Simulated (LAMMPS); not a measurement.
Molecular dynamics of CdSe (zinc blende), 216 atoms, at 100 K and 0 GPa, heated as the crystal.

Level of theory: classical MD, pair style bop, file CdTeSe.bop.table; code LAMMPS.

| frequency (THz) | spectral density (1/THz), total | spectral density (1/THz), Cd | spectral density (1/THz), Se |
|---|---|---|---|
| 0.6555 | 0.0008 | 0.0005 | 0.0003 |
| 0.8095 | 0.0097 | 0.0057 | 0.0040 |
| 0.9635 | 0.0311 | 0.0184 | 0.0127 |
| 1.117 | 0.0627 | 0.0371 | 0.0255 |
| 1.272 | 0.0898 | 0.0533 | 0.0365 |
| 1.426 | 0.1011 | 0.0602 | 0.0409 |
| 1.581 | 0.1114 | 0.0667 | 0.0447 |
| 1.734 | 0.1493 | 0.0900 | 0.0593 |
| 1.889 | 0.2109 | 0.1277 | 0.0832 |
| 2.042 | 0.2536 | 0.1540 | 0.0996 |
| 2.196 | 0.2481 | 0.1514 | 0.0968 |
| 2.351 | 0.2155 | 0.1325 | 0.0830 |
| 2.506 | 0.1886 | 0.1171 | 0.0715 |
| 2.659 | 0.1691 | 0.1059 | 0.0632 |
| 2.813 | 0.1389 | 0.0878 | 0.0511 |
| 2.967 | 0.0948 | 0.0605 | 0.0342 |
| 3.122 | 0.0519 | 0.0334 | 0.0185 |
| 3.276 | 0.0286 | 0.0188 | 0.0099 |
| 3.430 | 0.0380 | 0.0260 | 0.0120 |
| 3.585 | 0.0743 | 0.0519 | 0.0224 |
| 3.739 | 0.1156 | 0.0820 | 0.0335 |
| 3.893 | 0.1416 | 0.1030 | 0.0386 |
| 4.046 | 0.1515 | 0.1150 | 0.0365 |
| 4.202 | 0.1541 | 0.1241 | 0.0300 |
| 4.356 | 0.1480 | 0.1268 | 0.0212 |
| 4.510 | 0.1244 | 0.1125 | 0.0118 |
| 4.663 | 0.0841 | 0.0804 | 0.0037 |
| 4.817 | 0.0430 | 0.0430 | 0.0001 |
| 4.971 | 0.0184 | 0.0155 | 0.0029 |
| 5.127 | 0.0257 | 0.0037 | 0.0220 |
| 5.280 | 0.0661 | 0.0046 | 0.0615 |
| 5.434 | 0.1341 | 0.0164 | 0.1177 |
| 5.588 | 0.2006 | 0.0334 | 0.1671 |
| 5.742 | 0.2210 | 0.0441 | 0.1769 |
| 5.896 | 0.2001 | 0.0479 | 0.1521 |
| 6.051 | 0.2242 | 0.0710 | 0.1533 |
| 6.205 | 0.3621 | 0.1335 | 0.2287 |
| 6.359 | 0.5379 | 0.2053 | 0.3326 |
| 6.513 | 0.5803 | 0.2232 | 0.3571 |
| 6.668 | 0.4263 | 0.1648 | 0.2615 |
| 6.822 | 0.1956 | 0.0763 | 0.1193 |
| 6.976 | 0.0425 | 0.0169 | 0.0256 |
| 7.130 | 0.0014 | 0.0006 | 0.0008 |
| 7.285 | 0.0012 | 0.0004 | 0.0008 |
| 7.439 | 0.0021 | 0.0008 | 0.0013 |
| 7.593 | 0.0003 | 0.0001 | 0.0002 |

Main features:
- state found: crystal; no diffusion seen in 15 ps
- mean frequency of the velocity spectrum: 4.5 THz

Caution: in nature this polymorph isn't the stable one over the whole range of temperature at this pressure, and short runs keep a crystal in its starting form.
